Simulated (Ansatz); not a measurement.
**CdS, response to strain**

Base system: CdS in the zinc blende structure (space group F-43m, No. 216).

```xyz
2
Lattice="0.0000 2.9121 2.9121 2.9121 0.0000 2.9121 2.9121 2.9121 0.0000" Properties=species:S:1:pos:R:3 pbc="T T T"
Cd     0.0000     0.0000     0.0000
S      1.4561     1.4561     1.4561
```

Strains are applied to the cell and any free atomic positions relax.

Method: PBEsol, PAW, 420 eV (Ansatz, an electronic-structure program; spin-orbit coupling left out).

Candidates:
(a) isotropic strain −1.50 %
(b) isotropic strain −1.00 %
(c) isotropic strain +2.00 %
(d) isotropic strain +0.50 %

Notes on the quantities. energy relative to the base: free energy F.

Q: Order them by energy relative to the base, highest first.

A: (c) isotropic strain +2.00 % (+16 meV/atom), (a) isotropic strain −1.50 % (+10 meV/atom), (b) isotropic strain −1.00 % (+4.4 meV/atom), (d) isotropic strain +0.50 % (+1.0 meV/atom)

Stability against distortions was not tested.
